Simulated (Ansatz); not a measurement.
**Several settings converged on Cu3Sn (P3m1, 8 atoms in the cell)**

```yaml
crystal:
  lattice:
    - [5.53432, 0.00000, 0.00000]
    - [-2.76716, 4.79286, 0.00000]
    - [0.00000, 0.00000, 4.29405]
  atoms:
    - { symbol: Cu, position: [0.15577, 0.84423, 0.75000] }
    - { symbol: Cu, position: [0.84423, 0.15577, 0.25000] }
    - { symbol: Cu, position: [0.31154, 0.15577, 0.25000] }
    - { symbol: Cu, position: [0.68846, 0.84423, 0.75000] }
    - { symbol: Cu, position: [0.15577, 0.31154, 0.75000] }
    - { symbol: Cu, position: [0.84423, 0.68846, 0.25000] }
    - { symbol: Sn, position: [0.33333, 0.66667, 0.26164] }
    - { symbol: Sn, position: [0.66667, 0.33333, 0.75000] }
```

Base method: PBEsol, default PAW files made with PBE (plane waves; Ansatz, a quantum-chemistry and plane-wave program).

Base settings: basis.ecutwfc = 420 eV; kpoints.mp_grid.grid = 5 5 6; hamiltonian.xc = pbesol; hamiltonian.pseudopotentials = {kind: paw} (the program's default PAW files); scf.occupations.method = fermi_dirac; scf.occupations.width = 0.1 eV.

The count of work is k-points × plane waves × bands × iterations; it is no time. Core times come from one kind of shared machine, to one figure; runs under 30 s give none.

**The k-point mesh**

The second cell is the first with its lattice scaled by 0.98.

Only quantities that move along the ladder and can be compared are tabulated.

| kpoints.mp_grid.grid | free energy less the last step's (meV/atom) | energy of the compressed cell less the first (meV/atom) | pressure (GPa) | largest difference of a force vector from the last step's (eV/Å) | count of work / last |
|---|---|---|---|---|---|
| 1 1 2 | 476.25 | -4.14 | -4.57 | 0.736 | 0.018 |
| 2 2 2 | -21.74 | -5.56 | -4.65 | 0.078 | 0.036 |
| 2 2 3 | -36.18 | -1.60 | -4.11 | 0.039 | 0.028 |
| 3 3 4 | 24.84 | 3.99 | -3.01 | 0.051 | 0.081 |
| 4 4 5 | 14.75 | 3.44 | -3.18 | 0.002 | 0.11 |
| 5 5 6 | -5.76 | 0.84 | -3.67 | 0.012 | 0.19 |
| 6 6 6 | 1.40 | 1.78 | -3.46 | 0.008 | 0.27 |
| 10 10 11 | 0.00 | 1.69 | -3.50 | 0.000 | 1.0 |

Coarsest kpoints.mp_grid.grid that holds the pressure within 0.1 GPa of the last step, with all finer ones: 6 6 6, at 0.27 of the last step's count of work; the step before is off by 0.17 GPa.

Coarsest kpoints.mp_grid.grid that holds the energy of the compressed cell less the first within 1 meV/atom of the last step, with all finer ones: 5 5 6, at 0.19 of the last step's count of work; the step before is off by 1.8 meV/atom.

**The k-point mesh at a smearing width of 0.02 eV**

In this ladder: scf.occupations.width = 0.02 eV.

Only quantities that move along the ladder and can be compared are tabulated.

```tsv
kpoints.mp_grid.grid	free energy less the last step's (meV/atom)	pressure (GPa)	largest difference of a force vector from the last step's (eV/Å)	count of work / last	core time / last (rough)
3 3 3	20.02	-3.27	0.062	0.013	–
4 4 4	10.29	-3.35	0.030	0.024	–
4 4 5	20.04	-3.22	0.009	0.026	–
6 6 7	4.28	-3.43	0.015	0.079	0.08
9 9 10	-0.78	-3.57	0.007	0.21	0.2
11 11 12	0.28	-3.57	0.008	0.35	0.4
16 16 18	0.00	-3.54	0.000	1.0	1
```

Coarsest kpoints.mp_grid.grid that holds the free energy within 2 meV/atom of the last step, with all finer ones: 9 9 10, at 0.21 of the last step's count of work and about 0.2 of the last step's time; the step before is off by 4.3 meV/atom.

Coarsest kpoints.mp_grid.grid that holds the forces within 0.02 eV/Å of the last step, with all finer ones: 4 4 5, at 0.026 of the last step's count of work; the step before is off by 0.030 eV/Å.

Coarsest kpoints.mp_grid.grid that holds the pressure within 0.1 GPa of the last step, with all finer ones: 9 9 10, at 0.21 of the last step's count of work and about 0.2 of the last step's time; the step before is off by 0.11 GPa.

**The k-point mesh at a smearing width of 0.3 eV**

In this ladder: scf.occupations.width = 0.3 eV.

Only quantities that move along the ladder and can be compared are tabulated.

| kpoints.mp_grid.grid | free energy less the last step's (meV/atom) | pressure (GPa) | largest difference of a force vector from the last step's (eV/Å) | count of work / last | core time / last (rough) |
|---|---|---|---|---|---|
| 3 3 3 | 19.29 | -2.92 | 0.044 | 0.043 | – |
| 4 4 5 | 3.44 | -2.99 | 0.002 | 0.086 | – |
| 6 6 7 | 0.65 | -3.09 | 0.003 | 0.23 | 0.2 |
| 9 9 10 | 0.00 | -3.11 | 0.000 | 0.62 | 0.6 |
| 11 11 12 | 0.00 | -3.11 | 0.000 | 1.0 | 1 |

Coarsest kpoints.mp_grid.grid that holds the pressure within 0.05 GPa of the last step, with all finer ones: 6 6 7, at 0.23 of the last step's count of work and about 0.2 of the last step's time; the step before is off by 0.12 GPa.

Coarsest kpoints.mp_grid.grid that holds the forces within 0.01 eV/Å of the last step, with all finer ones: 4 4 5, at 0.086 of the last step's count of work; the step before is off by 0.044 eV/Å.

Coarsest kpoints.mp_grid.grid that holds the free energy within 0.5 meV/atom of the last step, with all finer ones: 9 9 10; the step before is off by 0.65 meV/atom.

On the base run: the starting cell comes from a database of computed structures (which also holds hypothetical and non-ambient phases and stackings), without a prior relaxation at this level. Its lattice was rescaled by up to half a per cent. One atom was moved a little off its site on purpose. Spin polarisation is off. In the base run, with a pressure of about -4 GPa the cell is away from its equilibrium volume at this level. Ansatz's pressure includes its estimate of the finite-basis (Pulay) stress.

Keys are those of Ansatz 0.2.
